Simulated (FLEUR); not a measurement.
A user runs FLEUR on H2 (I4_1/amd, 2 atoms in the cell) and asks whether the run is sound. The aim is a self-consistent single point with DFT, PBE, all-electron FLAPW (FLEUR), scalar-relativistic valence.

The input file:

```xml
# input of inpgen
H2 crystal
&input film=f /
-0.6597115384 0.6597115384 0.3599463462
0.6597115384 -0.6597115384 0.3599463462
0.6597115384 0.6597115384 -0.3599463462
4.0741060810
1.0 1.0 1.0

2
1 0.7500000000 0.2500000000 0.5000000000
1 0.0000000000 0.0000000000 0.0000000000

&comp jspins=1 /
&kpt div1=16 div2=16 div3=16 gamma=t /
&end /
# inp.xml
<?xml version="1.0" encoding="UTF-8" standalone="no"?>
<fleurInput fleurInputVersion="0.39">
   <comment>
      H2 crystal                                                                                          
   </comment>
   <calculationSetup>
      <cutoffs Kmax="4.6" Gmax="18.4" GmaxXC="18.4" numbands="0"/>
      <scfLoop itmax="80" minDistance="0.00001" maxIterBroyd="15" imix="Anderson" alpha="0.05" precondParam="0.0" spinf="2.0"/>
      <coreElectrons ctail="T" frcor="F" kcrel="0" coretail_lmax="0"/>
      <xcFunctional name="pbe" relativisticCorrections="F"/>
      <magnetism jspins="1"/>
      <soc l_soc="F" theta="0.0" phi="0.0" spav="F"/>
      <expertModes spex="0" secvar="F"/>
      <geometryOptimization l_f="T" forcealpha="1.0" forcemix="BFGS" epsdisp="0.00001" epsforce="0.00001"/>
      <ldaU l_linMix="F" mixParam="0.05" spinf="1.0"/>
   </calculationSetup>
   <cell>
      <bzIntegration valenceElectrons="2.0" mode="hist" fermiSmearingEnergy="0.00367493">
         <kPointListSelection listName="default-1"/>
         <!-- k-points included here -->
         <xi:include xmlns:xi="http://www.w3.org/2001/XInclude" href="kpts.xml"> </xi:include>
      </bzIntegration>
      <!-- symmetry operations included here -->
      <xi:include xmlns:xi="http://www.w3.org/2001/XInclude" href="sym.xml"> </xi:include>
      <bulkLattice scale="1.0">
         <bravaisMatrix>
            <row-1>   -2.6877347903013047     2.6877347903013047     1.4664595978871513</row-1>
            <row-2>    2.6877347903013047    -2.6877347903013047     1.4664595978871513</row-2>
            <row-3>    2.6877347903013047     2.6877347903013047    -1.4664595978871513</row-3>
         </bravaisMatrix>
      </bulkLattice>
   </cell>
   <atomSpecies>
      <species name="Hydrogen (H)" element="H" atomicNumber="1">
         <mtSphere radius="1.30" gridPoints="451" logIncrement="0.019"/>
         <atomicCutoffs lmax="6" lnonsphr="4"/>
         <electronConfig flipSpins="F">
            <coreConfig></coreConfig>
            <valenceConfig>(1s1/2)</valenceConfig>
            <stateOccupation state="(1s1/2)" spinUp="0.5" spinDown="0.5"/>
         </electronConfig>
         <energyParameters s="2" p="2" d="3" f="4"/>
      </species>
   </atomSpecies>
   <atomGroups>
      <atomGroup species="Hydrogen (H)">
         <relPos label="                   1">-1.000/8.000 1.000/8.000 1.000/4.000</relPos>
         <relPos label="                   2">1.000/8.000 -1.000/8.000 -1.000/4.000</relPos>
         <force calculate="T" relaxXYZ="TTT"/>
      </atomGroup>
   </atomGroups>
   <output dos="F" band="F" slice="F">
      <checks vchk="F" cdinf="F"/>
      <bandDOS minEnergy="-.5*Htr" maxEnergy="0.5*Htr" sigma="0.015" storeEVData="T"/>
      <vacuumDOS vacdos="F" integ="F" star="F" nstars="0" locx1="0.0" locy1="0.0" locx2="0.0" locy2="0.0" nstm="0" tworkf="0.0"/>
      <unfoldingBand unfoldBand="F" supercellX="1" supercellY="1" supercellZ="1"/>
      <plotting iplot="0" polar="F">
         <plot TwoD="T" vec1="  1.0  0.0  0.0" vec2="  0.0  1.0  0.0" vec3="  0.0  0.0  1.0" zero="  0.0  0.0  0.0" file="plot"/>
      </plotting>
      <chargeDensitySlicing numkpt="0" minEigenval="0.0" maxEigenval="0.0" nnne="0" pallst="F"/>
      <specialOutput eonly="F"/>
      <magneticCircularDichroism mcd="F" energyLo="-10.0" energyUp="0.0"/>
   </output>
  <!-- We include the file relax.xml here to enable relaxations (see documentation) -->
  <xi:include xmlns:xi="http://www.w3.org/2001/XInclude" href="relax.xml"> <xi:fallback/> </xi:include>
</fleurInput>
```

Output, abridged:

```
      Welcome to FLEUR        (www.flapw.de)
      MaX-Release 8.1          (www.max-centre.eu)

 ========== k-point set info ==========
 Selected k-point list: default-1
 k-point list type: mesh
 16 x 16 x 16
 Number of k points: 349

 ------------Calculation Setup---------------------------
 Number of basis functions:           78
 Iteration:     1   Distance:       1.30072236 me/bohr^3
 Iteration:     2   Distance:       1.23776579 me/bohr^3
 Iteration:     3   Distance:       0.02886056 me/bohr^3
 Iteration:     4   Distance:       0.02633731 me/bohr^3
 Iteration:     5   Distance:       0.00040579 me/bohr^3
 Iteration:     6   Distance:       0.00040424 me/bohr^3
 Iteration:     7   Distance:       0.00000731 me/bohr^3
 Run finished successfully
 Stop message:
   Structural relaxation: Done

[file out, last iteration]
             iter=      8
[...]
          total density-effective poten   -1.2577325485E+00
          total charge density-energy d   -6.6164161575E-01
 Updated energy parameters for spin:           1
[...]
 fermi energy and band-weighting factors:

[...]
FERMIE:
          first approx. to ef    (T=0)  :   0.086831 htr   (energy of the highest occ. eigenvalue)
          number of occ. states  (T=0)  :        355
          first approx. to seigv (T=0)  :  -0.248094 htr
          sum of weights of occ. states :   1.001221
          sum of semicore charge        :   0.000000 e
FERHIS:  Fermi-Energy by histogram:
          bandgap                     :   0.001500 htr
   [... lines left out ...]
          charge neutrality (T=0)     :   0.002441    (zero if the highest occ. eigenvalue is "entirely" occupied)
     EF_NEWTON:  Adjust Fermi-Energy by Newton-Method.
   [... lines left out ...]
 ---->    free energy=                        -1.0800718442 htr
      extrapolation for T->0
 ---->    total electron energy=              -1.0799074759 htr
 ***** TOTAL FORCES ON ATOMS *****
 TOTAL FORCE FOR ATOM TYPE=  1  X=  1.344   Y=  0.000   Z= -0.367
                       FX_TOT= 0.000000 FY_TOT= 0.000000 FZ_TOT= 0.000000
 Structural relaxation: Done
```

FLEUR gives forces in its relaxation mode, with a further iteration, so its stop message speaks of a relaxation.

Problem. Can these results be used? Check the input.

Solution. The run is not sound. The fault is an energy parameter on the wrong branch. The radial functions are then built about the energy of another principal quantum number. To fix it, restore the quantum number of the valence shell. The run converged in 7 iterations without an error; against the sound input the free energy rises by 5.8 meV/atom.

The sound input it was made from differs as follows (other fixes are possible):
```diff
-         <energyParameters s="2" p="2" d="3" f="4"/>
+         <energyParameters s="1" p="2" d="3" f="4"/>
```

With that input, the run converged in 7 iterations: free energy E − TS -29.4018 eV; Fermi level (on the code's own zero) 2.41 eV (DFT, PBE, all-electron FLAPW (FLEUR), scalar-relativistic valence).

On the sound input: the starting cell was generated: these elements placed on a structure prototype, without a prior relaxation; it need not be a known phase or ordering of this composition. Its lattice was rescaled by a random factor within 2.5 % of one. Values depend on the basis (sphere radii, cutoffs, local orbitals), which need not be converged. The log's line on a gap gives a spacing of levels on this mesh, which the program prints for metals too.
